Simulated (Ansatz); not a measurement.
Hf vacancy + O vacancy in metastable polar orthorhombic HfO2 (the name describes the start): one set of geometries, relaxed with PBE, evaluated in Ansatz (PAW, plane waves to 420 eV, 500 eV under r2SCAN) with PBE, r2SCAN.

Set-up: 96-site cell; 2×2×2 shifted k-points; start: the Hf site; O(2) 2.13 Å away; no spin–orbit coupling; finite-size errors of tenths of an eV; relaxed from one start, so a lower configuration may exist; flagged in the runs: a host whose relaxation on this sampling wasn't shown to rest, a strain field that reaches the edge of the cell.

| quantity | PBE | r2SCAN |
|---|---|---|
| host gap (eV) | 4.36 | 4.88 |
| neutral formation energy against hcp Hf, O2 molecule in a box (eV) | 15.18 | 16.60 |
| largest moment on one atom at charge 0 (μB) | 0.56 | 0.66 |

PBE narrows the gap by 0.52 eV against r2SCAN, the highest level run.

Ansatz is a first-principles code.
